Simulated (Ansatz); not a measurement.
HfGe (model structure, started from the CoSn type, P6/mmm, No. 191, 6 atoms in the cell): properties by level of theory

```json
[
 {"level (code)": "PBE (Ansatz)", "lattice parameter a (Å)": "___", "c axis length (Å)": "___", "enthalpy of formation (eV/atom)": "-0.164"},
 {"level (code)": "PBEsol (Ansatz)", "lattice parameter a (Å)": "6.054", "c axis length (Å)": "4.142", "enthalpy of formation (eV/atom)": "___"},
 {"level (code)": "PBE-D3(BJ) (Ansatz)", "lattice parameter a (Å)": "6.086", "c axis length (Å)": "4.143", "enthalpy of formation (eV/atom)": "-0.164"}
]
```

**Question.** Some entries are withheld; supply them.

**Answer.** 
- PBE (Ansatz, an electronic-structure program), lattice parameter a (Å): 6.169
- PBE (Ansatz), c axis length (Å): 4.151
- PBEsol (Ansatz), enthalpy of formation (eV/atom): -0.188

Ansatz's density-functional and Hartree–Fock values are scalar-relativistic unless marked +SOC, with PAW data made under PBE.

The computed numbers hold no vibrational or temperature effects.

A model structure was made by putting elements into a prototype or built by hand; it is no filed structure, need not be a known phase, and can be a saddle point held by its symmetry.
